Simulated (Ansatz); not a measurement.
Density of states of Zr₂Sn (P-62m, 6 atoms in the cell).

```xyz
6
Lattice="5.6512 0.0000 0.0000 -2.8256 4.8941 0.0000 0.0000 0.0000 4.9524" Properties=species:S:1:pos:R:3 pbc="T T T"
Zr     1.8341     3.1767     2.4762
Zr    -0.9915     1.7174     2.4762
Zr     1.9831     0.0000     2.4762
Zr     0.0000     0.0000     0.0000
Sn     2.8256     1.6314     0.0000
Sn     0.0000     3.2627     0.0000
```

Method: PBEsol, default PAW files made with PBE (plane waves; Ansatz, a quantum-chemistry and plane-wave program).

SCF settings: basis.ecutwfc = 420 eV; kpoints.mp_grid.grid = 9 9 9; hamiltonian.xc = pbesol; hamiltonian.pseudopotentials = {kind: paw} (the program's default PAW files); scf.occupations.method = gaussian; scf.occupations.width = 0.2 eV. Keys of the DOS step: output.dos.nscf_kmesh.grid = 14 14 14.

The starting cell comes from a database of computed structures (which also holds hypothetical and non-ambient phases and stackings), without a prior relaxation at this level.

Total DOS (both spins), as means of the tabulated values in each energy bin; the zero is the program's Fermi level or highest filled level, and the curve is cut to this window:

(E (eV), states/eV/cell): (-7.75, 0.85); (-7.25, 1.61); (-6.75, 0.88); (-6.25, 0.56); (-5.75, 0.29); (-5.25, 0.03); (-4.75, 0.52); (-4.25, 1.82); (-3.75, 2.89); (-3.25, 3.15); (-2.75, 3.61); (-2.25, 3.87); (-1.75, 5.35); (-1.25, 8.94); (-0.75, 4.93); (-0.25, 4.86); (0.25, 5.97); (0.75, 5.88)

Around zero the curve holds about 6.6 states/eV/cell.

Keys are those of Ansatz 0.2.
